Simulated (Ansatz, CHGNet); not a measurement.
For fcc Yb, the machine-learned potential CHGNet 0.3.0 (trained on PBE and PBE+U data) gives:

```
Property                          Result
------------------------------  --------
lattice parameter a              5.463 Å
elastic constant C11            13.0 GPa
elastic constant C44            9.53 GPa
Voigt–Reuss–Hill shear modulus  4.01 GPa
```

Problem. What does r²SCAN in Ansatz (plane waves, PAW) give for the same quantities?

Solution. 
- lattice constant a: 5.201 Å (drops by 4.8 %)
- elastic constant C11: 21.7 GPa (goes up by 67 %)
- elastic constant C44: 20.3 GPa (grows by 110 %)
- Voigt–Reuss–Hill shear modulus: 8.43 GPa (rises by 110 %)

For comparison: lattice constant a 5.485 Å (measured, 293 K, no zero-point or thermal correction; as tabulated in Wikipedia's data pages).

Changes are worked out from the printed values.

Unless a cell is named, each level is at its own relaxed cell (CHGNet 0.3.0 40.75, r²SCAN 35.18 Å³/atom).

Ansatz's density-functional and Hartree–Fock values are scalar-relativistic unless marked +SOC, with PAW data made under PBE.

Ansatz is a first-principles code.
